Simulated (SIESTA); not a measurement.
Worked example: self-consistent single point of LiAl3 (I4/mmm, 4 atoms in the cell) in SIESTA.

Method of the run: GGA PBEsol, numerical atomic orbitals DZP, PseudoDojo PBEsol standard norm-conserving potentials (rewritten from UPF to PSML) run with SIESTA.

The change in words: lattice scaled by 0.98. Reference geometry:
```xyz
4
Lattice="-2.0183 2.0183 4.0182 2.0183 -2.0183 4.0182 2.0183 2.0183 -4.0182" Properties=species:S:1:pos:R:3 pbc="T T T"
Li     0.0000     0.0000     0.0000
Al     0.0000     2.0183     2.0091
Al     2.0183     0.0000     2.0091
Al     0.0000     0.0000     4.0182
```

Reference input (self-consistent single point, DFT, GGA PBEsol, numerical atomic orbitals DZP, PseudoDojo PBEsol standard norm-conserving potentials (rewritten from UPF to PSML)): XC.functional = GGA; XC.authors = PBEsol; potentials = PseudoDojo PBEsol standard; PAO.BasisSize = DZP; PAO.EnergyShift = 0.01 Ry; MeshCutoff = 400 Ry; kgrid.MonkhorstPack = 9 9 9; OccupationFunction = FD; ElectronicTemperature = 100 meV; PAO.Polarization.NonPerturbative = true; MaxSCFIterations = 150; SCF.Mixer.Method = Broyden. This run's input differs from it in these lines:

```diff
@@ -12,5 +12,5 @@
 %block LatticeVectors
-    -2.018264000    2.018264000    4.018181000
-     2.018264000   -2.018264000    4.018181000
-     2.018264000    2.018264000   -4.018181000
+    -1.977899000    1.977899000    3.937817000
+     1.977899000   -1.977899000    3.937817000
+     1.977899000    1.977899000   -3.937817000
 %endblock LatticeVectors
@@ -19,5 +19,5 @@
      0.000000000    0.000000000    0.000000000  1
-     0.000000000    2.018264000    2.009090500  2
-     2.018264000    0.000000000    2.009090500  2
-     0.000000000    0.000000000    4.018181000  2
+    -0.000000000    1.977899000    1.968908500  2
+     1.977899000    0.000000000    1.968908500  2
+     0.000000000    0.000000000    3.937817000  2
 %endblock AtomicCoordinatesAndAtomicSpecies
```

Output (repeated stretches shortened):

```
        iscf     Eharris(eV)        E_KS(eV)     FreeEng(eV)     dDmax    Ef(eV) dHmax(eV)
   scf:    1     -371.144814     -383.640355     -383.684270  1.481424 -5.430642  1.146373
   scf:    2     -383.717458     -383.680449     -383.724313  0.029443 -5.451289  0.705122
   scf:    3     -383.736017     -383.713635     -383.757328  0.059579 -5.500030  0.103657
   scf:    4     -383.715213     -383.714490     -383.758024  0.013100 -5.510672  0.084521
   scf:    5     -383.714693     -383.714596     -383.758093  0.002950 -5.512640  0.036509
   [... 3 lines left out ...]
   scf:    9     -383.714640     -383.714640     -383.758121  0.000019 -5.515037  0.000725
   scf:   10     -383.714640     -383.714640     -383.758121  0.000015 -5.515041  0.000522
   scf:   11     -383.714640     -383.714640     -383.758121  0.000011 -5.515043  0.000352
   scf:   12     -383.714640     -383.714640     -383.758121  0.000008 -5.515045  0.000238
SCF Convergence by DM+H criterion
max |DM_out - DM_in|         :     0.0000082310
max |H_out - H_in|      (eV) :     0.0002384893
SCF cycle converged after 12 iterations

Using DM_out to compute the final energy and forces

siesta: E_KS(eV) =             -383.7146

siesta: E_KS - E_eggbox =      -383.7146

siesta: Atomic forces (eV/Ang):
     1   -0.000000   -0.000000   -0.000000
     2   -0.000091    0.000091   -0.000000
     3    0.000091   -0.000091    0.000000
     4    0.000000   -0.000000    0.000000
   Tot    0.000000   -0.000000   -0.000000
   Max    0.000091
   Res    0.000052    sqrt( Sum f_i^2 / 3N )
   Max    0.000091    constrained

Stress tensor Voigt[x,y,z,yz,xz,xy] (kbar):      -39.36      -39.36      -42.53        0.14        0.14        0.00
(Free)E + p*V (eV/cell)     -382.2037
   [... lines left out ...]
siesta: FreeEng =      -383.758121
   [... lines left out ...]
siesta:    -0.024566    0.000001    0.000089
siesta:     0.000001   -0.024566    0.000089
siesta:     0.000089    0.000089   -0.026546

siesta: Cell volume =         61.620291 Ang**3

siesta: Pressure (static):
siesta:                Solid            Molecule  Units
siesta:           0.00027475          0.00027473  Ry/Bohr**3
siesta:           0.02522632          0.02522438  eV/Ang**3
siesta:          40.41702790         40.41391036  kBar
```

The run converged in 12 iterations. Against the reference run the free energy rises by 10.2 meV/atom and the pressure goes from -0.20 to 4.04 GPa.

The starting cell comes from a database of computed structures (which also holds hypothetical and non-ambient phases and stackings), without a prior relaxation at this level. Its lattice was rescaled by a random factor within 2.5 % of one. For this run, on top of that: lattice scaled by 0.98. Values carry the incompleteness of an atom-centred basis. With a pressure of about 4 GPa the cell is away from its equilibrium volume at this level.

Cost on one core of a shared machine: roughly 60 s.
